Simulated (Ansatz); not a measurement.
Functionals compared on a constructed model of the (110) surface of bcc W, a pseudomorphic layer of Re in the host's stacking (bottom of the slab: a bare face, its two planes held), in Ansatz (plane waves, PAW). The structure was relaxed with PBE; the other rows are single points on it. Cutoff 420 eV (500 eV for r2SCAN).

Slab: 7 atoms, 14.1 Å thick at the start with caps and adatoms; k 14x14x1, smearing 0.1 eV, dipole-corrected; 2 atoms held, the rest relaxed; held to the start's symmetry, so lower structures may exist; no spin, no spin-orbit, no U. It is one candidate, not shown to be the stable structure of the face. These notes are the PBE run's.

| functional | work function of the top face (eV) | rough cost of the single point |
|---|---|---|
| PBE | 4.91 | – |
| RPBE | 4.77 | around 30 core-seconds (rough) |
| r2SCAN | 4.96 | around 70 core-seconds (rough) |

Ansatz is a quantum-chemistry and plane-wave program.
